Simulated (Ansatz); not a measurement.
Take TiC in the rock salt structure (space group Fm-3m, No. 225; relaxed with 0.1 eV smearing) as the base.

```yaml
crystal:
  lattice:
    - [0.00000, 2.14668, 2.14668]
    - [2.14668, 0.00000, 2.14668]
    - [2.14668, 2.14668, 0.00000]
  atoms:
    - { symbol: Ti, position: [0.00000, 0.00000, 0.00000] }
    - { symbol: C, position: [0.50000, 0.50000, 0.50000] }
```

Cartesian axes are those of the cell as printed.

Level of theory: PBEsol in Ansatz (plane waves to 420 eV, PAW, spin-orbit coupling left out).

Perturbation: uniaxial strain ε_zz = +2.50 %, all other strain components held at zero; the atoms relax in the strained cell.

Predict the stress tensor and what it implies for the stiffness.

Stress of the strained cell less that of the base (GPa, compression positive):
```
   -2.9     0.0     0.0
    0.0    -2.9     0.0
    0.0     0.0   -12.1
```

Then −Δσ_ii/ε with ε = 0.0250 gives secant stiffness values (nonlinear terms included at this strain): C33 ≈ 483 GPa, C13 ≈ 118 GPa and C23 ≈ 118 GPa.

As a check, the harmonic strain energy −½ V₀ Δσ:ε is 9.3 meV/atom; the computed energy rise is 9.8 meV/atom.

Whether these cells are dynamically stable was not tested. The final runs are not spin-polarised.

Ansatz is a quantum-chemistry and plane-wave program.
